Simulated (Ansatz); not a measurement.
Base system: VN in the rock salt structure (space group Fm-3m, No. 225; relaxed with 0.1 eV smearing).

```
VN
1.0
    0.00000     2.03739     2.03739
    2.03739     0.00000     2.03739
    2.03739     2.03739     0.00000
N V
1 1
Direct
  0.00000   0.00000   0.00000
  0.50000   0.50000   0.50000
```

Cartesian axes are those of the cell as printed.

Calculations: plane-wave PAW DFT at the PBEsol level (Ansatz, a quantum-chemistry and plane-wave program, 420 eV), scalar-relativistic without spin-orbit coupling, earlier PAW set.

Strains are applied to the cell and any free atomic positions relax; under biaxial strain the out-of-plane vector relaxes too.

One change was made to it. Results:

The pressure goes from zero to -9.5 GPa; the energy goes up by 7.7 meV/atom.

Question: Which change produced these results?
A. biaxial strain +0.30 %, plane normal [111], relaxed out of plane
B. isotropic strain +0.99 %
C. biaxial strain +2.84 %, plane normal [110], relaxed out of plane
D. tensor shear ε_xz = −0.79 %

Answer: B, isotropic strain +0.99 %. For comparison, the energy relative to the base in the other runs: biaxial strain +0.30 %, plane normal [111], relaxed out of plane gives +0.3 meV/atom; biaxial strain +2.84 %, plane normal [110], relaxed out of plane gives +24 meV/atom; tensor shear ε_xz = −0.79 % gives +0.9 meV/atom.

A biaxial case was relaxed in a doubled cell and then solved in the primitive one. No phonon test of stability was made. Starting moments died away, wholly or in part, for the base; another magnetic solution may exist. All final runs are without spin polarisation.
